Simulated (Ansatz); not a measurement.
Results of HSE06 in Ansatz (PAW) for AlPO4 (I-4, No. 82; cell taken from a computed entry).

Run with plane-wave cutoff 500 eV, 6×6×6 k mesh, gaussian smearing 0.02 eV, scalar-relativistic PAW data made under PBE.

Cell (relaxed with PBEsol):

AlO4P has the tetragonal space group I-4 (No. 82), Pearson symbol tI12. Conventional cell: a = b = 5.0385 Å, c = 7.4081 Å, α = β = γ = 90.00°. Al on 2a is surrounded by 4 O at 1.744 Å (tetrahedral). P on 2c is coordinated by 4 O at 1.534 Å (tetrahedral). O on 8g has 1 P at 1.534 Å and 1 Al at 1.744 Å (bent). (Neighbours: up to the widest gap in distance over summed covalent radii, below 1.35, at either atom; cation-cation and far metal-metal contacts left out.)
(The calculation used a cell of 6 atoms; values per cell refer to that cell.)

### Question
Estimate the band gap that the calculation returns.

### Answer

* **band gap**: 7.56 eV (on the SCF k mesh)

Note: cell and atoms aren't relaxed at this level (pressure -2.3 GPa).

Static lattice: no zero-point or thermal effects.

The result took about 3 core-minutes (a rough figure).

Ansatz is a first-principles code.
